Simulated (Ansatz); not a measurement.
An Ansatz (a first-principles code) run: HfRu with a change (isotropic strain −1.74 %); Kohn–Sham DFT with the PBEsol functional, run in Ansatz with PAW and 420 eV plane waves, no spin-orbit coupling.

Input:

Ansatz 0.2 input:
```yaml
crystal:
  lattice:
    - [3.1529289677, 0, 0]
    - [0, 3.1529289677, 0]
    - [0, 0, 3.1529289677]
  atoms:
    - { symbol: Hf, position: [0, 0, 0] }
    - { symbol: Ru, position: [0.5, 0.5, 0.5] }
basis: { ecutwfc: 420, ecutrho_ratio: 4, xc_grid: 2, fft_grid_basis: typed }
kpoints: { mp_grid: { grid: [18, 18, 18] } }
hamiltonian:
  xc: pbesol
  dispersion: none
  pseudopotentials: { kind: paw }
scf: { occupations: { method: fermi_dirac, width: 0.1 }, convergence: { dr2_threshold: 0.0000000002 } }
relax: { f_tol: 0.005, max_steps: 50 }
output: { forces: true, stress: true }
checkpoint: { write: state.ck, write_every: 1000 }
```

Output (explanatory and most iteration lines left out):

```
Relaxation: its limit of steps is 50 (relax.max_steps)
Pseudopotential: Hf, paw, valence charge 26
Pseudopotential: Ru, paw, valence charge 16
Crystal: 2 atoms, lattice volume = 31.343 Å³
Basis set: ecut = 420 eV, 619 PW (Γ), exchange–correlation on 48×48×48 points (8 copies of the dense FFT grid, shifted against one another)
Bands: 26, of which v1, the nominal top of the filled ones, is band 21 counted from 1 (20 counted from 0)
Symmetry: 48 space group operations
Space group: Pm-3m (ITA 221), of the structure as read, at distance tolerance 3.2e-5 Å
k-points: 220 of 5832
Functional: x = pbesol(κ = 0.804, μ = 0.12345679012345678), c = pbesol(β = 0.046)
SCF iter   1: F=—  HF=-21416.017792 eV  |F-HF|=—  |Δ(HF+E_count)|=         —  Δρ=1.86e-2  dr2=1.85e-1  ethr=1.77e-3  ⟨swp⟩=5.0  Hψ=22143  notcnv=0
SCF iter   2: F=—  HF=-21416.000003 eV  |F-HF|=—  |Δ(HF+E_count)|=   1.78e-2  Δρ=9.30e-3  dr2=5.22e-2  ethr=4.41e-4  ⟨swp⟩=1.0  Hψ=7485  notcnv=0
SCF 1 converged in 10 iterations: F = -21415.992977 eV  dr2 = 6.99e-12
relax step   1: F+E_penalty+E_count = -21415.99297748 eV  Δ(F+E_penalty+E_count) = +0.000e0 eV  max|allowed force component| = 1.367e-29 eV/Å  Δτ_max = 0.0000 Å  (10 SCF iters, accepted)
SCF converged after 10 iterations
Free energy (F): -21415.992977 eV
Internal energy: -21415.977106 eV  (E = F + TS)
E sigma→0 (E₀):  -21415.985042 eV
Entropy (-TS):   -0.015871 eV (-7.936 meV/atom)
Fermi energy:    24.606277 eV
--- Forces (eV/Å), atoms counted from 1 ---
  atom   1  Hf     0.00000000    -0.00000000    -0.00000000
  atom   2  Ru     0.00000000    -0.00000000    -0.00000000
--- Stress (GPa, compression-positive) ---
       12.496728       0.000000       0.000000
        0.000000      12.496728       0.000000
        0.000000       0.000000      12.496728
  P = ⅓ Tr σ = 12.4967 GPa (124.967 kbar)
--- Relaxed structure (1 steps of the walk, 1 accepted, 0 SCFs on fresh bases) ---
  atoms:
    - { symbol: Hf, position: [0.0, 0.0, 0.0] }
    - { symbol: Ru, position: [0.5, 0.5, 0.5] }
```

Whether these cells are dynamically stable was not tested. All final runs are without spin polarisation. The cell was made from HfRu in the CsCl type structure (space group Pm-3m, No. 221) by this change: isotropic strain −1.74 %.
